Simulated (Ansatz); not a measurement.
The starting structures come from a database of crystals and need not be the phases stable at ambient conditions.

 Where the default PAW files enter, the runs use the earlier of Ansatz's two default sets.

Inside the gap of an insulator the Bloch states are evanescent, with a wavenumber k + iκ along the transport direction.

```yaml
crystal:
  lattice:
    - [4.56187, 0.00000, 0.02256]
    - [0.00000, 5.61123, 0.00000]
    - [1.92823, 0.00000, 6.46425]
  atoms:
    - { symbol: Pb, position: [0.64174, 0.25000, 0.69808] }
    - { symbol: Pb, position: [0.35826, 0.75000, 0.30192] }
    - { symbol: Se, position: [0.08098, 0.75000, 0.84077] }
    - { symbol: Se, position: [0.91902, 0.25000, 0.15923] }
    - { symbol: O, position: [0.80731, 0.01383, 0.33049] }
    - { symbol: O, position: [0.19269, 0.98617, 0.66951] }
    - { symbol: O, position: [0.19269, 0.51383, 0.66951] }
    - { symbol: O, position: [0.80731, 0.48617, 0.33049] }
    - { symbol: O, position: [0.30737, 0.25000, 0.11521] }
    - { symbol: O, position: [0.69263, 0.75000, 0.88479] }
```

Space group of this cell: P2_1/m. The cell was relaxed by PBE-D3(BJ); by PBEsol its mean pressure is -3.7 GPa.

Transport runs along the normal of the first two printed cell vectors.

The gap is the functional's own, uncorrected, and κ follows it; spin-orbit coupling is left out. Mid-gap values are interpolated between the computed energies.

Problem. Predict the band gap and the smallest decay constant κ at mid-gap from PBEsol run with Ansatz (a first-principles code).

Solution. Gap 2.76 eV on a 8×6×6 mesh; κ = 0.324 1/Å, at (0.375, 0.000) of the in-plane reciprocal vectors. At the zone centre, at the nearest computed energy, the slowest state has κ = 0.50 1/Å.
